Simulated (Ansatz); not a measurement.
## Smallest direct gap on the k points sampled of Bi2Se3 (Pnma, No. 62) at several levels of theory

No measured value is used here.

```
level (code)     value (eV)
---------------  ----------
LDA (Ansatz)           0.98
PBEsol (Ansatz)        1.02
r²SCAN (Ansatz)        1.35
```

At these levels the smallest gap is indirect and lower: LDA 0.84, PBEsol 0.88, r²SCAN 1.19 eV. Computed values are for a static lattice. Spin–orbit coupling is included only where a level's name says +SOC; with heavier elements it mostly lowers gaps and can invert bands.  Values are at a fixed cell, not relaxed at this level and not confirmed as the measured one. Cutoffs differ between the levels. Ansatz's density-functional and Hartree–Fock values are scalar-relativistic unless marked +SOC, with PAW data made under PBE.

Ansatz is an electronic-structure program.
